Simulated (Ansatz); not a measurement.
Structures of equal composition on the (110) surface of bcc Mo: a layer of Ti in place of the second plane; a layer of Ti in place of the third plane. The slabs share one bottom face, and each structure is named by its start. These are constructed structures in small cells; real faces may alloy, dewet or reconstruct in larger ones, and not all known structures of the face are among them. Slabs of about 11 Å, Fermi-Dirac smearing of 0.1 eV. Bottom of the slabs: a bare face, its two planes held. Relaxed from the named starts with such symmetry as they have, on meshes of like density; energies extrapolated to zero smearing; spin only where a row says so; no spin-orbit coupling, no U. Brackets mark spin-polarised runs, whose order is one that fits the cell.

Computed with PBE (plane waves to 420 eV, PAW; Ansatz, a quantum-chemistry and plane-wave program).

Order them by energy per 1x1 cell (lowest first) at the level PBE.

a layer of Ti in place of the second plane (0.000 eV), a layer of Ti in place of the third plane (0.030 eV)
